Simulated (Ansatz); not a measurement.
**PtSe2: response to strain**

Base system: PtSe₂ in the CdI2 type structure (space group P-3m1, No. 164; a = 3.7352 Å, c = 5.2073 Å; layered, stacked along the Cartesian z axis; relaxed with 0.1 eV smearing). Axes: x lies along a and z along c of the hexagonal cell.

Strains are applied to the cell and any free atomic positions relax; under biaxial strain the out-of-plane vector relaxes too.

Method: r2SCAN+rVV10 (Ansatz, a program for electronic structure; PAW; 500 eV plane waves; spin-orbit coupling left out).

Computed cases, in order: biaxial strain −3.33 %, plane normal [001], relaxed out of plane; biaxial strain −0.74 %, plane normal [001], relaxed out of plane; the unstrained base; biaxial strain +0.55 %, plane normal [001], relaxed out of plane; biaxial strain +1.31 %, plane normal [001], relaxed out of plane; biaxial strain +2.21 %, plane normal [001], relaxed out of plane; biaxial strain +2.29 %, plane normal [001], relaxed out of plane.

Q: Between which two neighbouring cases does the band gap open or close?

A: Between biaxial strain −3.33 %, plane normal [001], relaxed out of plane (0.51 eV) and biaxial strain −0.74 %, plane normal [001], relaxed out of plane (zero). The whole series: biaxial strain −3.33 %, plane normal [001], relaxed out of plane: 0.51 eV; biaxial strain −0.74 %, plane normal [001], relaxed out of plane: zero; the unstrained base: zero; biaxial strain +0.55 %, plane normal [001], relaxed out of plane: zero; biaxial strain +1.31 %, plane normal [001], relaxed out of plane: zero; biaxial strain +2.21 %, plane normal [001], relaxed out of plane: zero; biaxial strain +2.29 %, plane normal [001], relaxed out of plane: zero.

With Pt present, leaving out spin-orbit coupling can change the band edges. No phonon test of stability was made. All final runs are without spin polarisation. The zero or small gap of PtSe2 can change with the level of theory.
